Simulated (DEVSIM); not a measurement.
System: abrupt Si p-n junction, at 300 K.

Layer 1 from the left is Si, thickness (μm) 0.180, Na (cm⁻³) 2.5e16, τn (s) 2.5e-7, τp (s) 2.5e-7. Layer 2 from the left is Si, thickness (μm) 290, Nd (cm⁻³) 3.6e15, τn (s) 2.5e-7, τp (s) 2.5e-7.

Left contact: ohmic. Right contact: ohmic. Voltage is applied to the left contact. Recombination: SRH at mid-gap, Auger. Mobility is constant in doping.

Constants are typed, rounded textbook-type inputs, not results; the design itself was drawn at random and stands for no fabricated device. Values at 300 K.

Si: gap (eV) 1.124, affinity (eV) 4.05, permittivity 11.7, Nc (cm⁻³) 2.86e19, Nv (cm⁻³) 3.1e19, μn (cm²/Vs) 1417, μp (cm²/Vs) 470, Cn (cm⁶/s) 2.8e-31, Cp (cm⁶/s) 9.9e-32.

Task: Estimate by hand the built-in potential, the peak field at zero bias, the capacitance at -0.6 V, and compare with a numerical solution.

Result: 
- Built-in potential: ni = √(Nc Nv) exp(−Eg/2kT) = 1.08e10 cm⁻³ with Eg = 1.124 eV; Vbi = kT/q ln(Na Nd/ni²) = 0.708 V; numerical 0.708 V.
- Peak field at zero bias: depletion approximation: W = √(2εVbi/(qN)) = 0.539 μm with N = 3.15e15 cm⁻³; field = 2Vbi/W = 26200 V/cm; numerical 25300 V/cm (estimate above by 3.6 %).
- Capacitance at -0.6 V: C = √(qεN / 2(Vbi + |V|)) = 14.1 nF/cm²; numerical 14.4 nF/cm² (estimate below by 2.0 %).

Simulated with DEVSIM: 1D drift-diffusion, Boltzmann statistics, complete ionisation; no tunnelling, impact ionisation, image-force lowering or self-heating.
